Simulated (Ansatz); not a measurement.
# KTaO3, response to strain

Consider KTaO3 in the cubic perovskite structure (space group Pm-3m, No. 221; a = 3.952 Å). Axes: x, y, z lie along the cube axes.

Strains are applied to the cell and any free atomic positions relax.

Method: plane-wave PAW DFT at the LDA level (Ansatz, a program for electronic structure, 420 eV), without spin-orbit coupling.

Notes on the quantities. energy relative to the base: free energy F.

```tsv
case	band gap	smallest direct gap	energy relative to the base
base	2.13 eV	2.73 eV	0 meV/atom
tensor shear ε_xy = +1.00 %	2.09 eV	2.65 eV	+1.6 meV/atom
tensor shear ε_xy = +2.00 %	2.04 eV	2.56 eV	+6.3 meV/atom
tensor shear ε_xy = +0.33 %	2.12 eV	2.70 eV	+0.2 meV/atom
tensor shear ε_xy = +1.33 %	2.08 eV	2.62 eV	+2.8 meV/atom
tensor shear ε_xy = +1.67 %	2.06 eV	2.59 eV	+4.4 meV/atom
tensor shear ε_xy = +0.67 %	2.10 eV	2.68 eV	+0.7 meV/atom
```

Spin-orbit coupling, missing from the scalar runs, can matter with Ta. Stability against distortions was not tested.
